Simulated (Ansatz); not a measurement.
# Ta under a change: biaxial strain −1.00 %, plane normal [001], relaxed out of plane

Base system: Ta in the bcc (W type) structure (space group Im-3m, No. 229; a = 3.2823 Å; relaxed with 0.1 eV smearing). Axes: x, y, z lie along the cube axes.

It is then changed as follows: compressive biaxial strain of 1.00 % in the plane normal to [001], as in epitaxy on a mismatched substrate; the out-of-plane cell vector and the atoms relax.

Method: PBEsol (Ansatz, a quantum-chemistry and plane-wave program, PAW, without spin-orbit coupling). Settings: 28×28×28 k-points, 0.1 eV Fermi–Dirac smearing.

- Volume per atom = 17.54 Å³ (base 17.68 Å³)
- Space group = I4/mmm (No. 139) (base Im-3m (No. 229))
- Shortest interatomic distance = 2.835 Å (base 2.843 Å)
- Energy relative to the base (free energy F) = +2.9 meV/atom
- Pressure (mean of the normal stresses, compression positive) = 1.8 GPa (base 0.0 GPa)
- Band gap = zero (base zero)
- Out-of-plane strain = +1.20 %
- Ratio −ε⊥/ε∥ = 1.20
- Mean in-plane stress (compression positive) = +2.6 GPa

Cost of the whole job for the changed cell (relaxation, final SCF and bands): around 90 core-seconds (rough).

Whether these cells are dynamically stable was not tested. The final runs are not spin-polarised.
